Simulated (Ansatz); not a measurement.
Take Hf in the hcp (Mg type) structure (space group P6_3/mmc, No. 194; a = 3.2040 Å, c = 5.0726 Å; relaxed with 0.1 eV smearing) as the base. Axes: x lies along a and z along c of the hexagonal cell.

Structures relaxed with Kohn–Sham DFT with the PBE functional, run in Ansatz (a quantum-chemistry and plane-wave program) with PAW and 420 eV plane waves, no SOC.

Base:

Simulated powder pattern, Cu Kα1, λ = 1.54056 Å (kinematic, ideal powder, no thermal factors, no anomalous dispersion; the 14 strongest lines at most, above 2 %, up to 2θ = 90°):

```json
[
 {"2θ (°)": "32.23", "I/Imax (%)": "24", "hkl": "(100)"},
 {"2θ (°)": "35.36", "I/Imax (%)": "25", "hkl": "(002)"},
 {"2θ (°)": "36.89", "I/Imax (%)": "100", "hkl": "(101)"},
 {"2θ (°)": "48.59", "I/Imax (%)": "16", "hkl": "(102)"},
 {"2θ (°)": "57.48", "I/Imax (%)": "19", "hkl": "(110)"},
 {"2θ (°)": "64.48", "I/Imax (%)": "20", "hkl": "(103)"},
 {"2θ (°)": "67.45", "I/Imax (%)": "3.0", "hkl": "(200)"},
 {"2θ (°)": "69.32", "I/Imax (%)": "22", "hkl": "(112)"},
 {"2θ (°)": "70.28", "I/Imax (%)": "16", "hkl": "(201)"},
 {"2θ (°)": "74.80", "I/Imax (%)": "3.0", "hkl": "(004)"},
 {"2θ (°)": "78.52", "I/Imax (%)": "3.9", "hkl": "(202)"},
 {"2θ (°)": "83.80", "I/Imax (%)": "3.4", "hkl": "(104)"}
]
```

The change: compressive biaxial strain of 1.00 % in the plane normal to [001], as in epitaxy on a mismatched substrate; the out-of-plane cell vector and the atoms relax.

### Question
Predict the new powder pattern.

### Answer

Simulated powder pattern, Cu Kα1, λ = 1.54056 Å (kinematic, ideal powder, no thermal factors, no anomalous dispersion; the 14 strongest lines at most, above 2 %, up to 2θ = 90°):

```json
[
 {"2θ (°)": "32.57", "I/Imax (%)": "23", "hkl": "(100)"},
 {"2θ (°)": "35.11", "I/Imax (%)": "26", "hkl": "(002)"},
 {"2θ (°)": "37.13", "I/Imax (%)": "100", "hkl": "(101)"},
 {"2θ (°)": "48.64", "I/Imax (%)": "16", "hkl": "(102)"},
 {"2θ (°)": "58.11", "I/Imax (%)": "19", "hkl": "(110)"},
 {"2θ (°)": "64.31", "I/Imax (%)": "21", "hkl": "(103)"},
 {"2θ (°)": "68.22", "I/Imax (%)": "2.9", "hkl": "(200)"},
 {"2θ (°)": "69.74", "I/Imax (%)": "22", "hkl": "(112)"},
 {"2θ (°)": "71.00", "I/Imax (%)": "16", "hkl": "(201)"},
 {"2θ (°)": "74.19", "I/Imax (%)": "3.1", "hkl": "(004)"},
 {"2θ (°)": "79.10", "I/Imax (%)": "3.9", "hkl": "(202)"},
 {"2θ (°)": "83.39", "I/Imax (%)": "3.5", "hkl": "(104)"}
]
```

The indices refer to the base's conventional cell; one index is shown for lines that coincide.

Whether these cells are dynamically stable was not tested. The final runs are not spin-polarised.
